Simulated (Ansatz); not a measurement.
Band structure of Nb (Im-3m, 1 atom in the cell).

```yaml
crystal:
  lattice:
    - [-1.63400, 1.63400, 1.63400]
    - [1.63400, -1.63400, 1.63400]
    - [1.63400, 1.63400, -1.63400]
  atoms:
    - { symbol: Nb, position: [0.00000, 0.00000, 0.00000] }
```

Method: PBE, PAW files (plane waves; Ansatz, a program for electronic structure).

Settings: kpoints.mp_grid.grid = 11 11 11; hamiltonian.xc = pbe; hamiltonian.pseudopotentials = {kind: paw} (an earlier, softer set of the program's PAW files); scf.occupations.method = gaussian; scf.occupations.width = 0.0037 Ry; kpoints.band_path.npoints = 8.

The starting cell has typed, rounded lattice constants, without a prior relaxation at this level. Its lattice was rescaled by a random factor within 2.5 % of one. Spin polarisation is off.

Levels in eV from the Fermi level, bands 3 to 10:
| point | 3 | 4 | 5 | 6 | 7 | 8 | 9 | 10 |
|---|---|---|---|---|---|---|---|---|
| Γ | -29.48 | -29.48 | -5.90 | 0.41 | 0.41 | 0.41 | 3.43 | 3.43 |
| H | -30.50 | -30.50 | -3.85 | -3.85 | 5.88 | 5.88 | 5.88 | 9.40 |
| N | -29.95 | -29.50 | -3.79 | -1.70 | 2.51 | 3.48 | 4.19 | 6.69 |
| P | -30.25 | -30.25 | -1.05 | -1.05 | -1.05 | 4.33 | 4.33 | 9.88 |

Bands cross the Fermi level along this path, so the cell is metallic at this level.

Keys are those of Ansatz 0.2.
